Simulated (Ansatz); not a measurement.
## CaC2 (space group C2/c, No. 15; a cell from a computed database, its experimental status unchecked)

```yaml
crystal:
  lattice:
    - [3.26011, -2.04177, 0.00000]
    - [3.26011, 2.04177, 0.00000]
    - [-2.01923, 0.00000, 7.00570]
  atoms:
    - { symbol: Ca, position: [0.17201, 0.82799, 0.75000] }
    - { symbol: Ca, position: [0.82799, 0.17201, 0.25000] }
    - { symbol: C, position: [0.42483, 0.14540, 0.56077] }
    - { symbol: C, position: [0.57517, 0.85460, 0.43923] }
    - { symbol: C, position: [0.85460, 0.57517, 0.93923] }
    - { symbol: C, position: [0.14540, 0.42483, 0.06077] }
```

The values are results of PBEsol (Ansatz, a first-principles code, PAW, no spin-orbit coupling), not measurements. Γ-centred 10×10×5 mesh, Fermi–Dirac width 0.05 eV.

```yaml
volume_per_atom: 15.54 Å³
density: 2.28 g/cm³
band_gap: 1.74 eV, indirect, Γ–C (64 % along) → Y₂
total_energy: -762.302 eV/atom (σ→0; compares only within this code and set-up)
```

No phonon test of stability was made.
